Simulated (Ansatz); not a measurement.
The starting structures come from a database of crystals and need not be the phases stable at ambient conditions.

Tunnelling through a barrier is set by its complex band structure: the current falls as exp(−2κd) with the smallest κ.

Here is the system:

```xyz
12
Lattice="4.5380 0.0000 0.0000 0.0000 8.0004 0.0000 0.0000 0.0000 9.4671" Properties=species:S:1:pos:R:3 pbc="T T T"
La     3.4035     1.9026     5.9759
La     1.1345     6.0978     3.4912
La     1.1345     2.0976     1.2424
La     3.4035     5.9028     8.2247
Te     3.4035     3.6974     3.1381
Te     1.1345     4.3030     6.3290
Te     1.1345     0.3028     7.8716
Te     3.4035     7.6976     1.5955
Cl     3.4035     6.9221     5.2950
Cl     1.1345     1.0784     4.1721
Cl     1.1345     5.0786     0.5615
Cl     3.4035     2.9218     8.9056
```

Space group of this cell: Pnma. The cell is taken as given.

Transport runs along the normal of the first two printed cell vectors.

The gap is the functional's own, uncorrected, and κ follows it; spin-orbit coupling is left out. Mid-gap values are interpolated between the computed energies.

### Question
State the band gap and the smallest decay constant κ at mid-gap according to r2SCAN run with Ansatz (an electronic-structure program).

### Answer
Gap 1.23 eV on a 8×4×4 mesh; κ = 0.198 1/Å, at the zone centre.
